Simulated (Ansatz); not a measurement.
Phonon-limited resistivity of Al (Fm-3m) against temperature in μΩ·cm, PBEsol, DFPT electron-phonon coupling, linearised Boltzmann equation run with Ansatz (a program for electronic structure), harmonic crystal at a fixed cell.

```tsv
T	ρ
50 K	0.0378
77 K	[?]
100 K	0.374
150 K	0.866
200 K	[?]
250 K	[?]
273 K	2.06
300 K	2.31
350 K	2.77
400 K	3.22
500 K	4.10
600 K	4.97
```

Problem. Fill in the missing entries.

Solution. 
- 77 K, ρ: 0.182
- 200 K, ρ: 1.36
- 250 K, ρ: 1.84

A metal at this level (no band gap). Only scattering by harmonic phonons is included (no impurities, grain boundaries, electron-electron scattering or thermal expansion). Spin-orbit coupling is left out. The run warned that the eigensolver left some states short of its tolerance. Halving the electron mesh (36x36x36) moves the resistivity by up to 2 %. Smearing 0.20 eV; phonons on a 6x6x6 q mesh, which this run doesn't test and which matters most at low temperature.
